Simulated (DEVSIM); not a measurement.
System: n-channel Si planar bulk MOSFET with Al2O3, at 300 K.

```yaml
gate_length: 50 nm
source_drain_length: 40 nm
dielectric_thickness: 2.4 nm
lateral_straggle: 3.5 nm
underlap: 0 nm
junction_depth: 21.4 nm
substrate_depth: 194 nm
gate_work_function: 4.12 eV
source_and_drain_doping: 9.9e19 cm⁻³, Gaussian tails under the gate
body_doping: 1.1e18 cm⁻³
lifetime: 3e-8 s
supply: 1 V
back_or_body_bias: -0.5 V
```

All mobilities are scaled by 1; velocity saturation, μ/(1 + (μE/vsat)^b)^(1/b) with b = 2 for electrons and 1 for holes and E the electric field along each mesh edge, is on. Mobility is μmin + (μ − μmin)/(1 + (N/Nref)^α).

Constants are typed, rounded textbook-type inputs, not results; the design itself was drawn at random and stands for no fabricated device. Values at 300 K.

Si: gap (eV) 1.124, affinity (eV) 4.05, permittivity 11.7, Nc (cm⁻³) 2.86e19, Nv (cm⁻³) 3.1e19, μn (cm²/Vs) 1417, μp (cm²/Vs) 470, μn,min 52, μp,min 45, Nref,n 9.7e16, Nref,p 2.2e17, αn 0.68, αp 0.72, vsat,n (cm/s) 1e7, vsat,p (cm/s) 8.4e6. Al2O3: gap (eV) 6.8, affinity (eV) 1.35, permittivity 9.

DEVSIM, 2D drift-diffusion, Boltzmann statistics, complete ionisation; no quantum confinement, tunnelling, impact ionisation, self-heating, contact resistance or fringe fields beside the gate. Metal contacts follow the ideal Schottky-Mott rule: no Fermi-level pinning, no interface dipoles.

Transfer curves, |Id| in μA/μm:

```
Vg (V)  Vd = 0.05 V   Vd = 1 V
------  -----------  ---------
-0.3       8.479e-6  0.0001053
-0.25      4.003e-5  0.0004586
-0.2      0.0001898   0.002027
-0.15     0.0009023   0.009054
-0.1       0.004290    0.04066
-0.05       0.02036     0.1824
0           0.09598     0.8068
0.05         0.4443      3.398
0.1           1.949      12.54
0.15          7.393      36.24
0.2           21.10      79.13
0.25          43.23      139.1
0.3           69.05      212.1
0.35          94.76      294.8
0.4           118.9      384.7
0.45          141.1      480.5
0.5           161.5      580.8
0.55          180.3      685.0
0.6           197.5      792.3
0.65          213.5      902.4
0.7           228.4       1015
0.75          242.2       1129
0.8           255.2       1245
0.85          267.3       1363
0.9           278.7       1482
0.95          289.5       1602
1             299.7       1724
```

Work out the subthreshold swing at low drain bias from the rows at -0.15 and -0.1 V, and compare it with the thermal limit.

log10(0.004290/0.0009023) = 0.677 over 50.0 mV, so S = 73.8 mV/decade. The limit kT/q ln 10 is 59.5 mV/decade; the ratio is 1.24. This is the steepest step of the table.

Find both thresholds at the constant current 0.1 μA × (1 μm/L) a micrometre, and the DIBL.

The current is 2.00 μA/μm. Interpolating ln Id gives 0.101 V and 0.032 V; their difference over the 0.95 V of drain bias is 73 mV/V.

Source and drain are degenerate, where Boltzmann statistics are only rough. The electric field that drives the saturation includes the junctions' built-in field, which lowers the mobility there even at small currents: subthreshold currents come out too low, a known weakness of this choice.
